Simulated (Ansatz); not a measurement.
Consider Be₂C (space group Fm-3m, No. 225; a = 4.311 Å). Axes: x, y, z lie along the cube axes.

Method: Kohn–Sham DFT with the PBEsol functional, run in Ansatz (an electronic-structure program) with PAW and 420 eV plane waves, no SOC.

Before the change:

Electron mass: 0.70 mₑ along k, 0.23 mₑ across (at X)
Valence-band top at Γ: 0.00, 0.00, 0.00 eV

It is then changed as follows: biaxial strain +0.50 %, plane normal [001], relaxed out of plane (Cartesian); in-plane vectors clamped, the third vector and the atoms free.

How does this affect the electron mass?

The electron mass goes from 0.70 mₑ along k, 0.23 mₑ across (at X) to 0.69 mₑ along k, 0.23 mₑ across (at X).

What happens to the valence-band top at Γ?

The valence-band top at Γ (three highest levels, from the VBM) changes from 0.00, 0.00, 0.00 eV to 0.00, -0.04, -0.04 eV.

The levels and masses belong to the bands next to the band gap. Effective masses come from finite differences of ±0.01 Å⁻¹. Along k means along the line from Γ to the band edge. Whether these cells are dynamically stable was not tested.
